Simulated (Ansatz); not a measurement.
# A computed series for Ag: response to strain

The reference is Ag in the fcc (Cu type) structure (space group Fm-3m, No. 225; a = 4.054 Å; relaxed with 0.1 eV smearing). Axes: x, y, z lie along the cube axes.

Strains are applied to the cell and any free atomic positions relax.

All numbers come from PBEsol/PAW in Ansatz (a first-principles code), no spin-orbit coupling.

Notes on the quantities. energy relative to the base: free energy F; pressure: mean of the normal stresses, compression positive.

| variant | energy relative to the base | pressure | volume per atom |
|---|---|---|---|
| base | 0 meV/atom | 0.0 GPa | 16.65 Å³ |
| uniaxial strain ε_zz = −2.50 % | +5.0 meV/atom | 3.3 GPa | 16.24 Å³ |
| uniaxial strain ε_zz = −2.00 % | (withheld) | 2.6 GPa | 16.32 Å³ |
| uniaxial strain ε_zz = −1.50 % | +1.8 meV/atom | 1.9 GPa | 16.40 Å³ |
| uniaxial strain ε_zz = −1.00 % | +0.8 meV/atom | 1.2 GPa | 16.49 Å³ |
| uniaxial strain ε_zz = +1.00 % | +0.7 meV/atom | -1.1 GPa | 16.82 Å³ |
| uniaxial strain ε_zz = +1.50 % | +1.6 meV/atom | -1.7 GPa | 16.90 Å³ |
| uniaxial strain ε_zz = +2.00 % | (withheld) | -2.2 GPa | 16.99 Å³ |
| uniaxial strain ε_zz = +2.50 % | +4.5 meV/atom | -2.7 GPa | 17.07 Å³ |
| uniaxial strain ε_zz = +3.00 % | +6.4 meV/atom | (withheld) | 17.15 Å³ |

Fill in the withheld entries from the trend.


- uniaxial strain ε_zz = −2.00 %, energy relative to the base: +3.2 meV/atom
- uniaxial strain ε_zz = +2.00 %, energy relative to the base: +2.9 meV/atom
- uniaxial strain ε_zz = +3.00 %, pressure: -3.2 GPa

Stability against distortions was not tested.
